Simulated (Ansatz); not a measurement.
**SiC: pressure 15 GPa**

Start from SiC (space group P6_3mc, No. 186; a = 3.0781 Å, c = 10.0762 Å).

Perturbation: cell and atoms relaxed at a pressure of 15 GPa.

The values are results of PBEsol/PAW in Ansatz (an electronic-structure program), spin-orbit coupling left out, earlier PAW set, not measurements. Settings: 12×12×4 k-points, 0.05 eV Fermi–Dirac smearing.

The volume per atom falls by 0.60 Å³ to 9.73 Å³ and the density rises by 0.20 g/cm³ (3.22 g/cm³ → 3.42 g/cm³). The c/a ratio is nearly the same (3.273 against 3.272) and the shortest interatomic distance falls by 0.037 Å, from 1.883 Å to 1.846 Å. The enthalpy H = E + PV relative to the base's energy comes out as +0.94 eV/atom and the band gap goes up by 0.01 eV, from 2.12 eV to 2.13 eV. The gap character is still indirect, Γ → M and the mean gap deformation potential ΔEg/Δln V amounts to -0.2 eV. The width of the top valence band increases by 0.09 eV to 2.56 eV and the valence-band top at Γ (three highest levels, from the VBM) remains 0.00, 0.00, -0.05 eV.

Final structure:

```
CELL_PARAMETERS angstrom
      3.01745     0.00000     0.00000
     -1.50872     2.61319     0.00000
      0.00000     0.00000     9.87445
ATOMIC_POSITIONS crystal
  Si 0.00000 0.00000 0.00035
  Si 0.00000 0.00000 0.50035
  Si 0.66667 0.33333 0.75020
  Si 0.33333 0.66667 0.25020
  C  0.00000 0.00000 0.81285
  C  0.00000 0.00000 0.31285
  C  0.66667 0.33333 0.56223
  C  0.33333 0.66667 0.06223
```

Load acts through the strain it causes; cell and atoms are relaxed under it. Whether these cells are dynamically stable was not tested. No other phases were tried under pressure.
